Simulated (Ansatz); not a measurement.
# Hypothetical rock salt PdGe: biaxial strain +2.34 %, plane normal [001], relaxed out of plane

Start from PdGe in the rock salt structure (space group Fm-3m, No. 225; a = 5.1661 Å; a hypothetical phase, not in the database extracts checked). Axes: x, y, z lie along the cube axes.

Modification: tensile biaxial strain of 2.34 % in the plane normal to [001], as in epitaxy on a mismatched substrate; the out-of-plane cell vector and the atoms relax.

Calculations: r2SCAN (Ansatz, a program for electronic structure, PAW, no spin-orbit coupling). k-mesh 16×16×16 (Γ-centred); smearing 0.05 eV (Fermi–Dirac).

- Volume per atom = 17.65 Å³ (base 17.23 Å³)
- Energy relative to the base (free energy F) = +8.8 meV/atom
- Band gap = zero (base zero)
- Out-of-plane strain = -2.19 % (rough)
- Mean in-plane stress (compression positive) = -3.4 GPa (rough)

Cost of the whole job for the changed cell (relaxation, final SCF and bands): very roughly 50 core-seconds.

Without a gap, meshes like the base's 16×16×16 leave anisotropic stresses uncertain by several tenths of a GPa, and small strain energies with them. Stability against distortions was not tested. The final runs are not spin-polarised.
